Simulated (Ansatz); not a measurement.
# By hand: formation energy of Ir_Ru in Ru (hcp, P6₃/mmc)

Consider the formation energy of Ir_Ru in Ru (hcp, P6₃/mmc). Reaction: 63 Ru (hcp) + Ir (fcc) → cell A.

A: a supercell of 64 sites of Ru (hcp, P6₃/mmc) with Ir on a Ru site (12 Ru at 2.67–2.73 Å); spin state with PBE: run without spin.

Ansatz (a quantum-chemistry and plane-wave program) with PAW potentials; structures come from PBE relaxations, nuclei static, no net charge. Ansatz runs with its default PAW set. Other levels take these structures. The lattices are those relaxed with PBE, so at other levels the solids can be strained, which adds to the spread. Larger cells are relaxed from a start prepared with the learned potential CHGNet, on a coarser mesh till forces fall under 0.03 eV/Å, which some starts already meet. A dispersion term (D3(BJ), or D4 for r2SCAN) was computed beside these levels and is taken off wherever the name lacks it. The PAW files were made for PBE and serve at the other functionals too. Space groups of crystals are read within 0.01 Å. The runs are scalar-relativistic, without spin-orbit coupling. Mesh and cell size may move defect energies by 0.1 eV or more. Cell A has symmetry P-6m2 within 0.02 Å and got no random move, so less symmetric positions, which may lie lower, weren't tried.

Total energies of the cells in eV, at zero smearing width. They compare only within one column; the weights balance every element.

```json
[
 {"cell": "A: Ru:Ir_Ru", "atoms": "64", "weight": "+1", "r2SCAN": "-383063.11309", "r2SCAN+D4": "-383074.34593"},
 {"cell": "Ru (hcp)", "atoms": "64", "weight": "−63/64", "r2SCAN": "-377004.84064", "r2SCAN+D4": "-377015.92221"},
 {"cell": "Ir (fcc)", "atoms": "1", "weight": "−1", "r2SCAN": "-11948.71719", "r2SCAN+D4": "-11949.00955"}
]
```

r2SCAN: (-383063.11309) − 63/64 × (-377004.84064) − (-11948.71719) = -0.256 eV.

r2SCAN+D4: (-383074.34593) − 63/64 × (-377015.92221) − (-11949.00955) = -0.288 eV.
